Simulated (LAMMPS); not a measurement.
An MD run on Ta (bcc), 1024 atoms, at 100 K and 0 GPa, heated as the crystal.

Model: classical MD, pair style meam, file library.meam (library.meam-Ta), run in LAMMPS.

```json
{
  "state_found": "crystal; no diffusion seen in 30 ps",
  "density": "16.6382 ± 0.0001 g/cm³",
  "volume_per_atom": "18.0591 ± 0.0001 Å³",
  "enthalpy_per_atom": "-8.0642 ± 0.0001 eV",
  "first peak of g(r)": "2.86 Å, height 11.7",
  "coordination_number": "14.0 (counted to 4.02 Å)",
  "most common Ta-Ta-Ta angle": "in the 3° bin centred on 55.5° (mean of all 97°)",
  "mean_frequency_of_the_velocity_spectrum": "3.1 THz",
  "cost": "roughly 5 core-minutes"
}
```

Potential: file library.meam of the LAMMPS distribution; its header cites Baskes, Phys Rev B, 46, 2727-2742 (1992).

Caution: the potential MEAM library.meam-Ta is a first-neighbour MEAM set with a 4 Å cutoff, used here without a parameter file and away from the static properties it was fitted to.

States go by the mean squared displacement: a species diffuses where it passes 1.5 Å², still rises and gives D over 1e-6 cm²/s; a crystal has left its structure where atoms lie 0.35 Å off their sites on average or a cubic box changes its shape by 3 %.

The ± values are statistical; the model's systematic error is not in them.

```
frequency (THz)  spectral density (1/THz)
---------------  ------------------------
0.02800                            0.0003
0.1390                             0.0000
0.2500                             0.0000
0.3610                             0.0004
0.4720                             0.0024
0.5835                             0.0065
0.6945                             0.0117
0.8055                             0.0173
0.9165                             0.0229
1.028                              0.0301
1.139                              0.0422
1.250                              0.0626
1.361                              0.0918
1.472                              0.1257
1.583                              0.1560
1.695                              0.1760
1.805                              0.1859
1.917                              0.1922
2.028                              0.2033
2.139                              0.2239
2.250                              0.2506
2.361                              0.2792
2.472                              0.3076
2.583                              0.3374
2.694                              0.3687
2.806                              0.3964
2.917                              0.4116
3.028                              0.4058
3.139                              0.3774
3.250                              0.3372
3.361                              0.3035
3.472                              0.2976
3.583                              0.3367
3.694                              0.4124
3.806                              0.4934
3.917                              0.5387
4.028                              0.5157
4.139                              0.4218
4.250                              0.2933
4.361                              0.1705
4.472                              0.0817
4.583                              0.0348
4.694                              0.0155
4.806                              0.0087
4.917                              0.0057
5.028                              0.0040
5.139                              0.0035
5.250                              0.0034
5.361                              0.0032
5.472                              0.0028
```
